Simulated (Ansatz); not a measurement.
The reference is Ag in the simple cubic structure (space group Pm-3m, No. 221; a = 2.685 Å; a hypothetical phase, not in the database extracts checked; relaxed with 0.1 eV smearing). Axes: x, y, z lie along the cube axes.

The values are results of PBEsol, PAW, 420 eV (Ansatz, a first-principles code; without spin-orbit coupling), not measurements.

Base values:

| Quantity | Value |
|---|---|
| Pressure | 0.0 GPa |

Modification: biaxial strain +1.03 %, plane normal [001], relaxed out of plane (Cartesian); in-plane vectors clamped, the third vector and the atoms free.

**Question.** How does this affect the pressure?

**Answer.** The pressure (mean of the normal stresses, compression positive) goes from zero to -1.6 GPa.

**Question.** What does the calculation give for the out-of-plane strain after the change?

**Answer.** The out-of-plane strain is -0.11 %.

Stability against distortions was not tested.
